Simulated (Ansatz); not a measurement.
Base system: HgO in the zinc blende structure (space group F-43m, No. 216; a = 5.293 Å; a hypothetical phase, not in the database extracts checked). Axes: x, y, z lie along the cube axes.

(Cell as relaxed with PBE.)

Levels (all Ansatz, a program for electronic structure, PAW, earlier PAW set): PBE (420 eV, without spin-orbit coupling); PBEsol (420 eV, scalar-relativistic without spin-orbit coupling).

Each level relaxes its own structure.

```csv
base,PBE,PBEsol
volume per atom,18.53 Å³,17.54 Å³
lattice parameter a,5.293 Å,5.196 Å
band gap,zero,zero
```

The change: a free-standing slab of 1 layer (2 atoms, 2 a layer) is cut normal to [110], with 15 Å of vacuum and the in-plane cell held at bulk.

```json
[
 {"quantity": "band gap", "PBE": "1.68 eV", "PBEsol": "(withheld)"},
 {"quantity": "gap character", "PBE": "indirect, U → Γ", "PBEsol": "(withheld)"},
 {"quantity": "shortest interatomic distance", "PBE": "1.943 Å", "PBEsol": "(withheld)"}
]
```

What does PBEsol give?


- band gap, PBEsol: 1.87 eV
- gap character, PBEsol: indirect, U → Γ
- shortest interatomic distance, PBEsol: 1.909 Å

PBE's band gap lies 0.19 eV below PBEsol's; PBE's shortest interatomic distance lies 0.034 Å above PBEsol's (1.8 %); the two agree on the gap character. Neither level is exact; PBEsol is the comparison here, not a measurement.

With Hg present, leaving out spin-orbit coupling can change the band edges. No phonon test of stability was made. The final runs are not spin-polarised. A zero or small gap of HgO can be the functional's error rather than a property of the material. Labels are those of the standard path for the cell's own space group.
